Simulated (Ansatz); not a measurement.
# What a tighter setting buys: kpoints.mp_grid.grid, a (110) slab of Hf (cut from a parent of space group no. 194; 10 atoms in the cell)

Cell: a = 5.0450 Å, b = 5.5294 Å, c = 16.3848 Å, α = 90.00°, β = 90.00°, γ = 90.00°.

Level of theory: PBEsol, default PAW files made with PBE (plane waves; Ansatz, a program for electronic structure).

Base settings: kpoints.mp_grid.grid = 5 5 1; hamiltonian.xc = pbesol; hamiltonian.pseudopotentials = {kind: paw} (the program's default PAW files); scf.occupations.method = cold; scf.occupations.width = 0.0037 Ry.

Misses are taken against the tightest run, 16 15 1, which need not be fully converged itself. The energy is the free energy per atom.

The count of work is k-points × plane waves × bands × iterations; it is no time, and leaves out set-up, grids and terms that scale otherwise. Core times come from one kind of shared machine and are given to one figure; runs under 30 s give none.

The starting cell comes from a database of computed structures (which also holds hypothetical and non-ambient phases and stackings), without a prior relaxation at this level. The slab is cut from that crystal, and its faces are unrelaxed. In the base run, forces exceed 1 eV/Å.

```
kpoints.mp_grid.grid  energy less reference (meV/atom)  largest difference in the force on any atom (eV/Å)  count of work / reference  core time / reference (rough)
--------------------  --------------------------------  --------------------------------------------------  -------------------------  -----------------------------
1 1 1                                             2.27                                               1.583                      0.020                              –
2 2 1                                             4.14                                               0.259                      0.056                              –
5 5 1                                             0.18                                               0.036                       0.14                              –
6 6 1                                             0.55                                               0.025                       0.22                            0.3
7 7 1                                             0.63                                               0.037                       0.25                            0.2
9 8 1                                            -0.03                                               0.017                       0.35                            0.4
10 10 1                                          -0.32                                               0.014                       0.56                            0.5
13 12 1                                           0.04                                               0.008                       0.68                            0.8
16 15 1                                           0.00                                               0.000                        1.0                              1
```

Coarsest setting among those run that, with all tighter ones, holds the energy within 2 meV/atom of the reference: 5 5 1, off by 0.18 meV/atom; it needs 0.14 of the reference's count of work.

Coarsest setting among those run that, with all tighter ones, holds the energy within 0.5 meV/atom of the reference: 9 8 1, off by 0.03 meV/atom; it needs 0.35 of the reference's count of work and about 0.4 of the reference's time. The coarser 5 5 1 also lies inside, but a setting between leaves the range again, so that is luck.

The step from 2 2 1 to 5 5 1: it takes the miss in the energy from 4.1 to 0.18 meV/atom, for 2.5 times the count of work.

Keys are those of Ansatz 0.2.
